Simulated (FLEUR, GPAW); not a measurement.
A GPAW input for a self-consistent single point of BN (F-43m, 2 atoms in the cell) (DFT LDA (Perdew-Wang 92), plane waves, GPAW PAW datasets LDA (gpaw-data 1.0.1)):

```python
from ase import Atoms
from ase.units import GPa
from gpaw import GPAW

atoms = Atoms(['B', 'N'],
              cell=[[0.000000, 1.792513, 1.792513],
                    [1.792513, 0.000000, 1.792513],
                    [1.792513, 1.792513, 0.000000]],
              positions=[[0.000000, 0.000000, 0.000000],
                         [2.688770, 2.688770, 2.688770]],
              pbc=True)

calc = GPAW(mode={'name': 'pw', 'ecut': 900},
            xc='LDA',
            kpts=(13, 13, 13),
            occupations={'name': 'fermi-dirac', 'width': 0.0},
            nbands=-8,
            convergence={'forces': 0.001, 'bands': -6},
            symmetry={'symmorphic': False, 'tolerance': 0.0005},
            maxiter=150,
            txt='-')

atoms.calc = calc

energy = atoms.get_potential_energy()
print('Energy (eV):', round(energy, 6))
forces = atoms.get_forces()
print('Forces (eV/Ang):')
print(forces.round(5))
stress = atoms.get_stress()
print('Stress (GPa, Voigt):', (stress / GPa).round(4))
```

Question: Give the FLEUR input for the same structure, mesh, smearing and functional.

Answer: One input that does it (others would too):

Input of the input generator:

```
BN crystal
&input film=f /
0.0000000000 0.7071067812 0.7071067812
0.7071067812 0.0000000000 0.7071067812
0.7071067812 0.7071067812 0.0000000000
4.7904485361
1.0 1.0 1.0

2
5 0.0000000000 0.0000000000 0.0000000000
7 0.7500000000 0.7500000000 0.7500000000

&comp jspins=1 /
&exco xctyp='pz' /
&kpt div1=13 div2=13 div3=13 /
&end /
```

```xml
<?xml version="1.0" encoding="UTF-8" standalone="no"?>
<fleurInput fleurInputVersion="0.39">
   <comment>
      BN crystal                                                                                          
   </comment>
   <calculationSetup>
      <cutoffs Kmax="4.4" Gmax="17.6" GmaxXC="17.6" numbands="0"/>
      <scfLoop itmax="100" minDistance="0.00001" maxIterBroyd="15" imix="Anderson" alpha="0.05" precondParam="0.0" spinf="2.0"/>
      <coreElectrons ctail="T" frcor="F" kcrel="0" coretail_lmax="0"/>
      <xcFunctional name="pz" relativisticCorrections="F"/>
      <magnetism jspins="1"/>
      <soc l_soc="F" theta="0.0" phi="0.0" spav="F"/>
      <expertModes spex="0" secvar="F"/>
      <geometryOptimization l_f="T" forcealpha="1.0" forcemix="BFGS" epsdisp="0.00001" epsforce="0.00001"/>
      <ldaU l_linMix="F" mixParam="0.05" spinf="1.0"/>
   </calculationSetup>
   <cell>
      <bzIntegration valenceElectrons="8.0" mode="hist" fermiSmearingEnergy="0.0001">
         <kPointListSelection listName="default-1"/>
         <!-- k-points included here -->
         <xi:include xmlns:xi="http://www.w3.org/2001/XInclude" href="kpts.xml"> </xi:include>
      </bzIntegration>
      <!-- symmetry operations included here -->
      <xi:include xmlns:xi="http://www.w3.org/2001/XInclude" href="sym.xml"> </xi:include>
      <bulkLattice scale="1.0">
         <bravaisMatrix>
            <row-1>    0.0000000000000000     3.3873586448659236     3.3873586448659236</row-1>
            <row-2>    3.3873586448659236     0.0000000000000000     3.3873586448659236</row-2>
            <row-3>    3.3873586448659236     3.3873586448659236     0.0000000000000000</row-3>
         </bravaisMatrix>
      </bulkLattice>
   </cell>
   <atomSpecies>
      <species name="Boron (B)" element="B" atomicNumber="5">
         <mtSphere radius="1.37" gridPoints="473" logIncrement="0.021"/>
         <atomicCutoffs lmax="6" lnonsphr="4"/>
         <electronConfig flipSpins="F">
            <coreConfig>(1s1/2)</coreConfig>
            <valenceConfig>(2s1/2) (2p1/2) (2p3/2)</valenceConfig>
            <stateOccupation state="(2p1/2)" spinUp="0.1666666666667" spinDown="0.1666666666667"/>
            <stateOccupation state="(2p3/2)" spinUp="0.3333333333333" spinDown="0.3333333333333"/>
         </electronConfig>
         <energyParameters s="2" p="2" d="3" f="4"/>
      </species>
      <species name="Nitrogen (N)" element="N" atomicNumber="7">
         <mtSphere radius="1.37" gridPoints="473" logIncrement="0.022"/>
         <atomicCutoffs lmax="6" lnonsphr="4"/>
         <electronConfig flipSpins="F">
            <coreConfig>(1s1/2)</coreConfig>
            <valenceConfig>(2s1/2) (2p1/2) (2p3/2)</valenceConfig>
            <stateOccupation state="(2p1/2)" spinUp="0.5" spinDown="0.5"/>
            <stateOccupation state="(2p3/2)" spinUp="1.0" spinDown="1.0"/>
         </electronConfig>
         <energyParameters s="2" p="2" d="3" f="4"/>
      </species>
   </atomSpecies>
   <atomGroups>
      <atomGroup species="Boron (B)">
         <relPos label="                   1">.0000000000 .0000000000 .0000000000</relPos>
         <force calculate="T" relaxXYZ="TTT"/>
      </atomGroup>
      <atomGroup species="Nitrogen (N)">
         <relPos label="                   2">-1.000/4.000 -1.000/4.000 -1.000/4.000</relPos>
         <force calculate="T" relaxXYZ="TTT"/>
      </atomGroup>
   </atomGroups>
   <output dos="F" band="F" slice="F">
      <checks vchk="F" cdinf="F"/>
      <bandDOS minEnergy="-.5*Htr" maxEnergy="0.5*Htr" sigma="0.015" storeEVData="T"/>
      <vacuumDOS vacdos="F" integ="F" star="F" nstars="0" locx1="0.0" locy1="0.0" locx2="0.0" locy2="0.0" nstm="0" tworkf="0.0"/>
      <unfoldingBand unfoldBand="F" supercellX="1" supercellY="1" supercellZ="1"/>
      <plotting iplot="0" polar="F">
         <plot TwoD="T" vec1="  1.0  0.0  0.0" vec2="  0.0  1.0  0.0" vec3="  0.0  0.0  1.0" zero="  0.0  0.0  0.0" file="plot"/>
      </plotting>
      <chargeDensitySlicing numkpt="0" minEigenval="0.0" maxEigenval="0.0" nnne="0" pallst="F"/>
      <specialOutput eonly="F"/>
      <magneticCircularDichroism mcd="F" energyLo="-10.0" energyUp="0.0"/>
   </output>
  <!-- We include the file relax.xml here to enable relaxations (see documentation) -->
  <xi:include xmlns:xi="http://www.w3.org/2001/XInclude" href="relax.xml"> <xi:fallback/> </xi:include>
</fleurInput>
```

Basis settings and potentials, where a program has them, do not carry over. This input uses DFT, LDA (Perdew-Zunger), all-electron FLAPW (FLEUR), scalar-relativistic valence. LDA parametrisations can differ slightly between programs. Both were run: gap on the mesh 4.464 eV in GPAW and 4.477 in FLEUR.

On GPAW: the starting cell comes from a database of computed structures (which also holds hypothetical and non-ambient phases and stackings), without a prior relaxation at this level. Its lattice was rescaled by a random factor within 2.5 % of one.

On FLEUR: the starting cell comes from a database of computed structures (which also holds hypothetical and non-ambient phases and stackings), without a prior relaxation at this level. Its lattice was rescaled by a random factor within 2.5 % of one. Values depend on the basis (sphere radii, cutoffs, local orbitals), which need not be converged.
